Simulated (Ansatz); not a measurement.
Amorphous In9Ga9Zn9O38Ti, 66 atoms at 5.70 g/cm³, one PBE-relaxed geometry, zone centre. Methods: PBE, scalar-relativistic without spin-orbit coupling (Ansatz, a first-principles code); r2SCAN, scalar-relativistic without spin-orbit coupling (Ansatz); HSE06, scalar-relativistic without spin-orbit coupling (Ansatz). Plane waves to 420 eV (r2SCAN 500 eV); exact exchange is cut at the cell's faces. At PBE the levels at the filled edge of the gap are localised (band-tail or defect states). All rungs ran without spin polarisation.

Preparation: random packing, a CHGNet melt and quench, and a DFT relaxation. O atoms were pushed apart under 1.9 Å during the dynamics, to hinder bonds among them. The hot cell started wider than the set density and was brought back towards it in steps. It is the lowest in DFT energy of 2 quenches. It is a model cell: composition and starting density were chosen by hand, and all elements were melted together. No dispersion term was used. Its density started from a set value of 5.79 and ended at 5.70 g/cm³. Cooling (nominally 210 K/ps over its main leg) ran many orders faster than in experiment, which tends to leave more defects and strain. A cell of this size samples the disorder only roughly. Volume and shape were free in the relaxation.

The relaxation ran on the zone centre alone. At PBE the level gap is 0.75 eV on a 2×2×2 Γ-centred mesh, and the spacing at the zone centre alone 0.81 eV.

Task: What zone-centre spacing does r2SCAN give, roughly?

Result: 1.25 eV (+0.44 eV against PBE).

Task: What zone-centre spacing does HSE06 give, roughly?

Result: 2.34 eV (+1.53 eV against PBE).

The highest filled and the lowest empty state spread over these numbers of atoms (participation numbers): PBE: 10.2 and 57.9; r2SCAN: 9.8 and 56.2; HSE06: 9.0 and 54.9.
